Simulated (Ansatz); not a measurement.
The cell is made up: elements placed on another compound's structure type, so the phase may be hypothetical.

By PBEsol, the system below comes out a metal.

The ballistic (Sharvin) conductance counts the channels at the Fermi level: G/A = (e²/h) × channels of both spins per area.

Consider the following.

```xyz
5
Lattice="2.8900 0.0000 0.0000 -1.4450 6.4676 0.0000 0.0000 0.0000 2.7945" Properties=species:S:1:pos:R:3 pbc="T T T"
Si     0.0000     0.0000     0.0000
Os     0.0000     4.7554     1.3972
Os     1.4450     1.7121     1.3972
B      0.0000     2.7500     0.0000
B      1.4450     3.7176     0.0000
```

Space group of this cell: Cmmm. The cell was relaxed by PBE-D3(BJ).

The current flows along the normal of the first two printed cell vectors. No spin-orbit coupling; the value is a mean over 0.1 eV about the Fermi level.

Task: Estimate the ballistic conductance per area that PBEsol in Ansatz (a quantum-chemistry and plane-wave program) returns for this system.

Result: 0.89 × 10¹⁵ S/m² for both spins.
